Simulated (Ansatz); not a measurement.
Input:

```
O2Si
1.0
    5.01489     0.00000     0.00000
   -2.50745     4.34302     0.00000
    0.00000     0.00000     5.54026
Si O
3 6
Direct
  0.53120   0.53120   0.33333
  0.46880   0.00000   0.00000
  0.00000   0.46880   0.66667
  0.26856   0.41310   0.54782
  0.58690   0.85546   0.21449
  0.14454   0.73144   0.88115
  0.85546   0.58690   0.45218
  0.73144   0.14454   0.78551
  0.41310   0.26856   0.11885
```

Space group of this cell: P3_221. The cell is strained (all lengths scaled by 1.02); by r2SCAN its mean pressure is -10.5 GPa.

Transport runs along the normal of the first two printed cell vectors, the (001) plane of the conventional cell.

The gap is the functional's own. No spin-orbit coupling. Mid-gap values are interpolated on the energy grid.

Q: Compute, with r2SCAN run with Ansatz (an electronic-structure program), the band gap and the smallest decay constant κ at mid-gap.

A: Gap 6.15 eV on a 12×12×6 mesh; κ = 0.494 1/Å, at the zone centre.
